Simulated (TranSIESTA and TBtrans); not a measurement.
Junction: Ge chain with one Se atom in place of Ge. Leads: straight Ge chain, spacing 2.28 Å. Geometry: 3 atoms about the centre moved by SIESTA (PBE, DZP) to a largest force of 0.02 eV/Å, all others as built, motion along the axis alone. Transport runs along z; the first 6 and the last 6 of the 21 atoms are the lead cells, repeated to infinity.

```xyz
21
Lattice="9.000 0.000 0.000 0.000 9.000 0.000 0.000 0.000 47.900" Properties=species:S:1:pos:R:3 pbc="F F T"
Ge     4.500     4.500     0.000
Ge     4.500     4.500     2.280
Ge     4.500     4.500     4.560
Ge     4.500     4.500     6.840
Ge     4.500     4.500     9.120
Ge     4.500     4.500    11.400
Ge     4.500     4.500    13.680
Ge     4.500     4.500    15.960
Ge     4.500     4.500    18.240
Ge     4.500     4.500    20.498
Se     4.500     4.500    22.809
Ge     4.500     4.500    25.122
Ge     4.500     4.500    27.380
Ge     4.500     4.500    29.660
Ge     4.500     4.500    31.940
Ge     4.500     4.500    34.220
Ge     4.500     4.500    36.500
Ge     4.500     4.500    38.780
Ge     4.500     4.500    41.060
Ge     4.500     4.500    43.340
Ge     4.500     4.500    45.620
```

Run with TranSIESTA and TBtrans (open boundaries, self-consistent; PseudoDojo norm-conserving potentials, scalar-relativistic): PAO.BasisSize DZP, PAO.EnergyShift 0.15 eV, XC.Authors PBE, Mesh.Cutoff 200 Ry, ElectronicTemperature 300 K, TS.Voltage 0.0 eV, TBT.Elecs.Eta 0.001 eV, no spin polarisation.

Energies count from the leads' Fermi level. Transmissions are for one spin of a degenerate pair. The energy step is 0.01 eV; narrower resonances are cut or missed.

| E (eV) | T |
|---|---|
| -0.20 | 2.41 |
| -0.15 | 2.43 |
| -0.10 | 2.44 |
| -0.05 | 2.44 |
| 0.00 | 2.44 |
| 0.05 | 2.44 |
| 0.10 | 2.43 |
| 0.15 | 2.42 |
| 0.20 | 2.41 |

Question: Give the zero-bias conductance in μS and the resistance at 300 K.

Answer: At the Fermi level T = 2.44. Averaged with −∂f/∂E over the full grid (kT = 25.9 meV) it is 2.44. With G0 = 2e²/h = 77.48 μS, G = 189 μS and R = 1/G = 5.29 kΩ.

Question: The eigenchannels at the Fermi level transmit 0.999, 0.722, 0.722. What Fano factor of the shot noise follows at low temperature and bias?

Answer: F = Σ τ(1 − τ)/Σ τ = 0.402/2.44 = 0.16.

The straight chain is held at its spacing; free chains may zigzag or dimerise. No spin-polarised start was tried, so a magnetic state, if there is one, is missed.
